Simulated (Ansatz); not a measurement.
The reference is AlN in the rock salt structure (space group Fm-3m, No. 225; a = 4.045 Å; a model cell, its experimental status unchecked). Axes: x, y, z lie along the cube axes.

The change: uniaxial stress, 2 GPa tension along z, with the cell and atoms free to relax against it.

Levels (all Ansatz, a first-principles code, PAW): PBEsol (420 eV, spin-orbit coupling left out); r2SCAN (500 eV, no spin-orbit coupling); HSE06 (420 eV, no spin-orbit coupling).

At the geometry relaxed with PBEsol, these levels gave the following band gaps, in shuffled order: (a) 5.38 eV, (b) 4.46 eV, (c) 5.93 eV.

Question: Match each gap to its level.

Answer: (a) r2SCAN; (b) PBEsol; (c) HSE06.

Single points use the geometry relaxed with PBEsol. HSE06 gaps are upper bounds (no full band path). Load acts through the strain it causes; cell and atoms are relaxed under it. Stability under load was not tested beyond the relaxation. The base started in Pnma and relaxed to Fm-3m at this level. This is not the structure that AlN has at room temperature and ambient pressure.
